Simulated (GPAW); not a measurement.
Band structure of RbBr (Fm-3m, 2 atoms in the cell).

```yaml
crystal:
  lattice:
    - [0.00000, 3.45249, 3.45249]
    - [3.45249, 0.00000, 3.45249]
    - [3.45249, 3.45249, 0.00000]
  atoms:
    - { symbol: Rb, position: [0.00000, 0.00000, 0.00000] }
    - { symbol: Br, position: [0.50000, 0.50000, 0.50000] }
```

Level of theory: PBE, GPAW PAW datasets PBE (gpaw-data 1.0.1) (plane waves; GPAW 25.7.0).

Settings: mode = pw; ecut = 550 eV; xc = PBE; kpts = 7 7 7; mesh shift (steps) = 0 0 0; occupations.name = fermi-dirac; occupations.width = 0 eV; nbands = -8; convergence.bands = -6; symmetry.symmorphic = false; symmetry.tolerance = 0.0005; maxiter = 150; bandpath_npoints = 40.

The starting cell comes from a database of computed structures (which also holds hypothetical and non-ambient phases and stackings), without a prior relaxation at this level. Its lattice was rescaled by a random factor within 2.5 % of one.

Predict the gap along the standard path and the places of the band edges.

The gap along the path is 4.31 eV, direct at Γ to within 0.01 eV.

Levels in eV from the top of the valence band on the SCF mesh, bands 5 to 12:
```
point      5      6      7      8     9    10    11    12
-----  -----  -----  -----  -----  ----  ----  ----  ----
Γ      -8.54   0.00   0.00   0.00  4.31  7.28  7.28  7.28
X      -8.61  -0.47  -0.16  -0.16  5.64  7.05  9.09  9.17
W      -8.52  -0.47  -0.34  -0.34  7.06  7.06  8.18  8.53
K      -8.57  -0.47  -0.41  -0.25  6.35  8.03  8.10  8.78
L      -8.50  -0.95  -0.33  -0.33  6.76  7.64  9.43  9.43
U      -8.57  -0.47  -0.41  -0.25  6.35  8.03  8.10  8.78
```
